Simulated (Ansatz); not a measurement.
Start from WSe$_{2}$ in the 2H-MoS2 type structure (space group P6_3/mmc, No. 194; a = 3.231 Å, c = 12.411 Å; layered, stacked along the Cartesian z axis).

The change: a negative pressure, −1 GPa.

Levels (all Ansatz, a program for electronic structure, PAW): PBEsol-D3(BJ) (420 eV, scalar-relativistic without spin-orbit coupling); r2SCAN (500 eV, no spin-orbit coupling); HSE06 (420 eV, no spin-orbit coupling).

One geometry, relaxed with PBEsol-D3(BJ), under each level:

```json
[
 {"level": "PBEsol-D3(BJ)", "band gap": "0.73 eV", "lowest conduction level above the VBM at special points": "K 1.42 eV; H 1.42 eV; M 2.22 eV; L 2.25 eV"},
 {"level": "r2SCAN", "band gap": "0.89 eV", "lowest conduction level above the VBM at special points": "K 1.52 eV; H 1.52 eV; M 2.35 eV; L 2.37 eV"},
 {"level": "HSE06", "band gap": "___", "lowest conduction level above the VBM at special points": "___"}
]
```

Give the withheld HSE06 results.


- HSE06, band gap: 1.20 eV
- HSE06, lowest conduction level above the VBM at special points: K 1.88 eV; H 1.88 eV; M 2.84 eV; Γ 3.30 eV

Single points use the geometry relaxed with PBEsol-D3(BJ). Their cutoffs differ, which shifts pressures a little. HSE06 was sampled on its mesh, a few special points and the semilocal edge points, so its gap is an upper bound. With W present, leaving out spin-orbit coupling can change the band edges. Load acts through the strain it causes; cell and atoms are relaxed under it. Stability against distortions was not tested.
